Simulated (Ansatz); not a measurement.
Take ZnO in the wurtzite structure (space group P6_3mc, No. 186; a = 3.235 Å, c = 5.211 Å) as the base.

Method: DFT with r2SCAN, PAW potentials and a 500 eV plane-wave cutoff in Ansatz (a quantum-chemistry and plane-wave program), no spin-orbit coupling.

For the base:

The gap between the host's bands is 1.24 eV.

Modification: 0.0472 electrons added to each cell, a density of 1.0×10^21 cm⁻³, with a uniform compensating background at fixed cell and a 300 K Fermi–Dirac width.

Problem. What does the calculation give for the Fermi level from band edge after the change?

Solution. The Fermi level relative to the doped band's edge (positive inside the band; to 0.05 eV) is +1.10 eV.

Problem. What does the calculation give for the gap between the host's bands after the change?

Solution. The gap between the host's bands shrinks by 0.02 eV to 1.22 eV.

Carriers are added with a uniform compensating background; total energy and stress of such cells depend on the potential's zero and are not compared; many-body gap narrowing is missing at this level. Whether these cells are dynamically stable was not tested.
